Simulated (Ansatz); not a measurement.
For SiO2 (model structure, started from the cotunnite type, Cmce, No. 64, 12 atoms in the cell), LDA (Ansatz, a quantum-chemistry and plane-wave program, plane waves, PAW) gives:

| Property | Result |
|---|---|
| cohesive energy | 7.21 eV/atom |
| band gap | 6.43 eV |

### Question
What does r²SCAN (Ansatz, PAW) give for the same quantities?

### Answer

- cohesive energy: 6.14 eV/atom (decreases by 1.07 eV/atom)
- band gap: 7.32 eV (increases by 0.89 eV)

Changes are worked out from the printed values.

Unless a cell is named, each level is at its own relaxed cell (LDA 9.44, r²SCAN 10.02 Å³/atom).

Density-functional gaps are differences of (generalised) Kohn–Sham levels.

Ansatz's density-functional and Hartree–Fock values are scalar-relativistic unless marked +SOC, with PAW data made under PBE.

A model structure was made by putting elements into a prototype or built by hand; it is no filed structure, need not be a known phase, and can be a saddle point held by its symmetry.
